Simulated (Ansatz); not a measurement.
## Response to strain in MgTe

Consider MgTe in the zinc blende structure (space group F-43m, No. 216; a = 6.439 Å). Axes: x, y, z lie along the cube axes.

Strains are applied to the cell and any free atomic positions relax; under biaxial strain the out-of-plane vector relaxes too.

The values are results of PBEsol in Ansatz (plane waves to 420 eV, PAW, spin-orbit coupling left out), not measurements.

| biaxial strain, plane normal [001], relaxed out of plane (%) | out-of-plane strain (%) |
|---|---|
| 0 | 0.00 |
| 0.5 | -0.72 |
| 1 | -1.44 |
| 1.5 | ? |
| 2 | -2.91 |
| 2.5 | -3.67 |
| 3 | -4.45 |

Question: Fit ε⊥ = −νε + γε² (strains in %) to the rows shown and predict the withheld row.

Answer: Least squares on the printed values gives ν = 1.41 (the biaxial Poisson response) and γ = -0.023 (largest residual 0.01 %); this predicts -2.17 %, and the run gives -2.17 %, in agreement.

Whether these cells are dynamically stable was not tested.

Ansatz is a first-principles code.
